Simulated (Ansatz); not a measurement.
C (model structure, P6₁22, No. 178, 6 atoms in the cell) was calculated with LDA (Ansatz, a program for electronic structure, plane waves, PAW).

Numerical settings: plane-wave cutoff 520 eV, 12×12×10 k mesh (along the axes of the cell as run), Fermi–Dirac smearing 0.01 eV, scalar-relativistic PAW data made under PBE.

Cell (relaxed at this level):

```
C
1.0
    3.53540     0.00000     0.00000
   -1.76770     3.06175     0.00000
    0.00000     0.00000     3.33598
C
6
Cartesian
  0.00000   1.42259   0.83400
  0.53570   2.35045   1.94599
 -0.53570   2.35045   3.05798
  1.76770   1.63916   2.50199
  1.23200   0.71129   0.27800
  2.30340   0.71129   1.38999
```

What does this level give for the band gap, smallest direct gap on the k points sampled and direct gap at Γ?


* **band gap**: 3.99 eV (indirect)
* **smallest direct gap on the k points sampled**: 4.85 eV
* **direct gap at Γ**: 7.01 eV

Note: the relaxation could raise the start's symmetry but not lower it, so the cell can be a saddle point.

The computed numbers hold no vibrational or temperature effects.

Cost on a shared machine: about 14 core-seconds (a rough figure).

A model structure was made by putting elements into a prototype or built by hand; it is no filed structure, need not be a known phase, and can be a saddle point held by its symmetry.
